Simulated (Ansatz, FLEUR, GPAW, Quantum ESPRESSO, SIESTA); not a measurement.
**Code comparison for BaB2Rh2 (I4/mmm, 5 atoms in the cell)**

Self-consistent single point.

```yaml
crystal:
  lattice:
    - [-1.98441, 1.98441, 5.82040]
    - [1.98441, -1.98441, 5.82040]
    - [1.98441, 1.98441, -5.82040]
  atoms:
    - { symbol: Ba, position: [0.00000, 0.00000, 0.00000] }
    - { symbol: B, position: [0.68320, 0.68320, 0.00000] }
    - { symbol: B, position: [0.31680, 0.31680, 0.00000] }
    - { symbol: Rh, position: [0.75000, 0.25000, 0.50000] }
    - { symbol: Rh, position: [0.25000, 0.75000, 0.50000] }
```

All programs got the same cell, k-point mesh and kind of occupations (in Ansatz's words: kpoints.mp_grid.grid = 9 9 9; scf.occupations.method = gaussian; scf.occupations.width = 0.0073 Ry); potentials, basis and cutoffs are each program's usual ones.

| code | model | pressure (GPa) | largest force (eV/Å) | k-points | cutoff |
|---|---|---|---|---|---|
| GPAW | LDA (Perdew-Wang 92), GPAW PAW datasets LDA (gpaw-data 1.0.1) | – | 0.600 | 75 | 900 eV |
| Quantum ESPRESSO | LDA (PZ), GBRV 1.5 ultrasoft (LDA) pseudopotentials | -11.26 | 0.592 | 75 | 40 Ry |
| SIESTA | LDA PW92, numerical atomic orbitals DZP, PseudoDojo LDA standard norm-conserving potentials (rewritten from UPF to PSML) | -7.41 | 0.154 | 365 | grid 400 Ry |
| Ansatz | LDA (PW92), PAW files made with PBE | -11.03 | 0.619 | 75 | default |
| FLEUR | LDA (Perdew-Zunger), all-electron FLAPW (FLEUR), scalar-relativistic valence | – | 0.589 | 75 | Kmax 4.5 1/bohr |

A dash marks a value that a program does not give, or that is left out as unsure.

The spread over the programs that give each value: pressure within 3.85 GPa; largest force within 0.465 eV/Å.

The starting cell comes from a database of computed structures (which also holds hypothetical and non-ambient phases and stackings), without a prior relaxation at this level. Its lattice was rescaled by a random factor within 2.5 % of one. On Ansatz's run: Spin polarisation is off. In the base run, with a pressure of about -11 GPa the cell is away from its equilibrium volume at this level.

Problem. Why do the programs differ, and what cannot be compared?

Solution. Differences of this kind can come from the potentials, where these differ, and from what each basis and cutoff leave unconverged. The valence holds different numbers of electrons (GPAW 46, Quantum ESPRESSO 46, SIESTA 50, Ansatz (a program for electronic structure) 50, FLEUR 46). The zero of total energies and Fermi levels follows the potentials and each program's conventions, so they are not compared here. SIESTA uses small atom-centred bases, whose incompleteness enters pressures, forces and empty levels differently from a plane-wave cutoff. FLEUR treats all electrons, but the usual bases taken here (sphere radii, linearisation, local orbitals, empty states) were not tested for convergence, so the values are no reference for the others. Ansatz's pressure is given at a fixed set of plane waves, as the other plane-wave codes print theirs; with its correction for the finite basis it is -10.96 GPa. Ansatz's smearing width was typed in Ry to four decimals, so it matches the others to a few per cent. The pressure of GPAW is left out: its cutoff lies under the one at which its stress was checked. The same LDA comes in different parametrisations, which differ slightly. The programs reduce the same mesh by symmetry to different extents, which changes the work and not the result. In the pressure, SIESTA (by 3.73) lies more than 1 GPa from the median of the plane-wave programs. In the force vectors, SIESTA (by 0.446) lies more than 0.08 eV/Å from the median of the plane-wave programs.

Left out of this page: ABINIT (stopped by limits of time or memory).

Keys are those of Ansatz 0.2.
